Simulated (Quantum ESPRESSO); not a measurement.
# Equation of state of rock-salt YN (space group 225): energy against volume (Quantum ESPRESSO, PBE)

```xyz
2
Lattice="0.0000 2.3966 2.3966 2.3966 0.0000 2.3966 2.3966 2.3966 0.0000" Properties=species:S:1:pos:R:3 pbc="T T T"
Y      0.0000     0.0000     0.0000
N      2.3966     2.3966     2.3966
```

Computed with PBE, GBRV 1.5 ultrasoft (PBE) pseudopotentials (plane waves; Quantum ESPRESSO). Settings: ecutwfc = 52 Ry; ecutrho = 416 Ry; occupations = smearing; smearing = fd; degauss = 0.000734986 Ry; potentials = {Y: y_pbe_v1.4.uspp.F.UPF, N: n_pbe_v1.2.uspp.F.UPF}; K_POINTS = automatic 12 12 12 0 0 0; conv_thr = 1e-10 Ry; mixing_beta = 0.7. The cell above is the first row's. The rows scale it uniformly. In all rows fractional positions and the k mesh are held. E is the free energy at the stated smearing, counted from the lowest row.

| V (Å^3/atom) | E (meV/atom) |
|---|---|
| 13.766 | 37.33 |
| 14.065 | 17.42 |
| 14.364 | 5.24 |
| 14.663 | 0.00 |
| 14.963 | 1.00 |
| 15.262 | 7.62 |
| 15.561 | 19.30 |
| 15.860 | 35.52 |
| 16.160 | ? |

The 8 complete rows are fitted with the third-order Birch-Murnaghan form, a cubic in V^(-2/3), E against V. With u = V^(-2/3) - 0.166, the rows have u = 0.008098, 0.005622, 0.003232, 0.000924, -0.001315, -0.003473, -0.005562, -0.007584. Least squares gives E = -0.317 - 215.79·u + 597539·u² + 389477·u³. Residuals (row less fit): 0.002, -0.005, -0.001, 0.006, 0.001, -0.003, -0.002, 0.002; standard error 0.005 (degrees of freedom: 4). Its minimum lies at u = 0.000181, so V0 = (0.166181)^(-3/2) = 14.76. There d²E/du² = 1195000 and d³E/du³ = 2337000, so B0 = (4/9) × 14.76^(-7/3) × 1195000 × 0.160218 = 159 GPa (the last factor turns the table's units into GPa), and B0' = 4 + (2/3) × 0.166181 × (2337000)/1195000 = 4.2. The program's pressures in the fitted runs (not shown) pass through zero at V = 14.75, 0.07 % from this V0.

### Question
Predict the withheld E at V = 16.160 from the fit, and compare with the calculation.

### Answer
u = -0.009551, so E = -0.317 - 215.79 × (-0.009551) + 597539 × (-0.009551)² + 389477 × (-0.009551)³ = 55.913 meV/atom. The calculation gives 55.84 meV/atom, 0.073 meV/atom below the prediction (0.1 % of the range of E in the table). The row lies outside the fitted rows, so this is an extrapolation. From the scatter of the fitted rows alone, a prediction at this place has a standard error of 0.011 meV/atom, so the miss is 6.4 times that.

Carrying the step between the two nearest rows on in a straight line would have given 51.79, off by 4.05; series whose last step already gives the withheld value aren't shown. The scan was laid around a cell of about the measured size, scaled by a guess for this functional. The runs keep the symmetry of the cell, so they don't test it for distortions. Cutoffs and mesh are single choices, not tested for convergence of this quantity. Series with a scatter that would blur these digits, or in which a gap closes, are not shown. Nor are scans whose minimum lies at an end fitted in this form.

Terms beyond the fitted order, or numerical noise in single rows, can give a miss of this size; the table doesn't tell which.
